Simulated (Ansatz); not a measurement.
O on the 1x1 (110) surface of bcc W, one in a 2x1 cell, energies for each (14.3 Å²). Energies are against ½ O2(g), without zero-point or thermal terms; each row is named by its start.

The numbers are results of PBE (plane waves to 420 eV, PAW; Ansatz, an electronic-structure program), not measurements.

Set-up: 9 atoms, 6.6 Å thick at the start under the adsorbate (thin: gaps and levels are the slab's own); mesh 6x12x1; 0.1 eV smearing; dipole correction on; 4 atoms held, the rest relaxed; each run with such symmetry as its start has; spin where the adsorbate may keep a moment, no spin-orbit, no U, no dispersion correction.

A negative adsorption energy means that the adsorbate is more stable on the surface than in its reference. Heights count from the host atoms within 0.3 Å of the top one.

```json
[
 {"starting site": "top W", "E_ads (eV)": "-2.86", "height (Å)": "1.72", "nearest host atom (Å)": "W 1.72", "bonded to": "W", "Δ work function (eV)": "1.92", "lateral drift (Å)": "0.0", "moment (μB)": "0.0"},
 {"starting site": "hollow W-W-W", "E_ads (eV)": "-4.15", "height (Å)": "1.18", "nearest host atom (Å)": "W 2.05", "bonded to": "3 W", "Δ work function (eV)": "0.24", "lateral drift (Å)": "0.1", "moment (μB)": "–"},
 {"starting site": "bridge W-W (span 2.8 Å)", "E_ads (eV)": "-3.25", "height (Å)": "1.54", "nearest host atom (Å)": "W 1.97", "bonded to": "2 W", "Δ work function (eV)": "1.18", "lateral drift (Å)": "0.0", "moment (μB)": "–"},
 {"starting site": "bridge W-W (span 3.2 Å)", "E_ads (eV)": "-3.66", "height (Å)": "1.16", "nearest host atom (Å)": "W 2.01", "bonded to": "4 W", "Δ work function (eV)": "0.12", "lateral drift (Å)": "0.0", "moment (μB)": "–"}
]
```
